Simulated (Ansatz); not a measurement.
We consider Ca2Si (Fm-3m, No. 225, 3 atoms in the cell; start mp-1009733), described by r²SCAN (plane waves, PAW; Ansatz, a program for electronic structure).

Run with plane-wave cutoff 560 eV, 8×8×8 k mesh, Fermi–Dirac smearing 0.01 eV, scalar-relativistic PAW data made under PBE.

The cell is the one relaxed with PBEsol. Conventional cell: a = 7.0920 Å, b = 7.0920 Å, c = 7.0920 Å, α = 90.00°, β = 90.00°, γ = 90.00°.

```
CELL_PARAMETERS angstrom
      0.00000     3.54600     3.54600
      3.54600     0.00000     3.54600
      3.54600     3.54600     0.00000
ATOMIC_POSITIONS crystal
  Ca 0.75000 0.75000 0.75000
  Ca 0.25000 0.25000 0.25000
  Si 0.00000 0.00000 0.00000
```

Q: List the 12 lowest band energies at Γ above −25 eV (eV, relative to the valence band maximum), grouping those that round alike.

A: At Γ: -22.38 (×3), -22.23 (×3), -6.86, -0.41 (×3), 2.23 (×2).

Note: cell and atoms aren't relaxed at this level (pressure 1.2 GPa).

A start named mp-… is a Materials Project structure, which need not be a measured phase.
